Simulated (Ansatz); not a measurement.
## Pressure series in Nb3Sn

The parent structure is Nb₃Sn in the A15 (Cr3Si type) structure (space group Pm-3n, No. 223; a = 5.259 Å).

Cell and atoms are relaxed at each pressure.

Level of theory: PBEsol/PAW in Ansatz (a quantum-chemistry and plane-wave program), without spin-orbit coupling.

```json
[
 {"P (GPa)": "-2.00", "V (Å³/atom)": "18.390"},
 {"P (GPa)": "-1.00", "V (Å³/atom)": "18.282"},
 {"P (GPa)": "0.30", "V (Å³/atom)": "18.146"},
 {"P (GPa)": "0.70", "V (Å³/atom)": "18.105"},
 {"P (GPa)": "1.48", "V (Å³/atom)": "18.026"},
 {"P (GPa)": "3.00", "V (Å³/atom)": "17.879"},
 {"P (GPa)": "5.00", "V (Å³/atom)": "17.693"},
 {"P (GPa)": "7.50", "V (Å³/atom)": "17.474"},
 {"P (GPa)": "10.00", "V (Å³/atom)": "17.268"}
]
```

Question: Fit a third-order Birch–Murnaghan equation of state.

Answer: Least squares on P(V) = (3B₀/2)[(V₀/V)^(7/3) − (V₀/V)^(5/3)]·[1 + (3/4)(B₀′ − 4)((V₀/V)^(2/3) − 1)] gives V₀ = 18.18 Å³/atom, B₀ = 175 GPa and B₀′ = 4.2.

Measured bulk modulus of Nb3Sn: 165 GPa (0 K or low temperature; as listed in Z. W. Lu, Barry M. Klein, Physical Review Letters (1997)); the computed value is 6 % above it.

Load acts through the strain it causes; cell and atoms are relaxed under it. No phonon test of stability was made. Competing high-pressure phases were not computed. All final runs are without spin polarisation.
